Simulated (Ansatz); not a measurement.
Consider interstitial H in zinc-blende GaAs, charge state +1. Calculation: PBE, PAW (plane waves to 420 eV; Ansatz, an electronic-structure program).

64-site cell at the relaxed PBE lattice, one k-point at (0.250, 0.250, 0.250), smearing 0.05 eV, spin-restricted, no finite-size correction. Energies are static. PBE gaps are too small, and in this host the defect's levels may merge with the bands. The charge state is imposed; whether it is stable for some Fermi level was not computed. Sites that were not tried may lie lower.

Barriers: single points on a 2×2×2 k-point mesh shifted by half a step at the bands' geometries.

The step: several atoms move together, H the farthest. Atoms about the jump, Cartesian Å from the middle of the jump, before and after:

```csv
atom,x0,y0,z0,x1,y1,z1
H1,-0.65,0.00,0.66,0.65,0.00,-0.66
As2,0.27,0.92,-0.19,-0.19,0.92,0.27
Ga3,-1.73,-1.08,1.77,-1.49,-0.79,1.54
Ga4,1.54,-0.79,-1.49,1.77,-1.08,-1.73
As5,2.90,-2.19,0.03,2.95,-2.24,0.06
As6,0.05,-2.24,2.95,0.03,-2.19,2.90
As7,0.02,-2.19,-2.85,-0.02,-2.25,-2.90
As8,-2.91,-2.25,-0.01,-2.85,-2.19,0.02
Ga9,1.46,-3.65,1.44,1.44,-3.65,1.46
Ga10,-1.39,-3.66,-1.42,-1.42,-3.66,-1.39
Ga11,1.54,2.20,1.53,1.52,2.20,1.54
```

Predict the transition state.


```
atom      x      y      z
----  -----  -----  -----
H1     0.05  -0.75   0.06
As2    0.03   0.81   0.04
Ga3   -1.55  -0.79   1.60
Ga4    1.58  -0.79  -1.54
As5    2.90  -2.17   0.03
As6    0.02  -2.17   2.92
As7    0.01  -2.19  -2.85
As8   -2.86  -2.19   0.03
Ga9    1.45  -3.61   1.46
Ga10  -1.41  -3.62  -1.39
Ga11   1.56   2.13   1.58
```
It lies 0.40 eV above the start and 0.40 eV above the end. The check of the saddle point's order was inconclusive, and it lies on a symmetry element of the cell, where a band can be held.
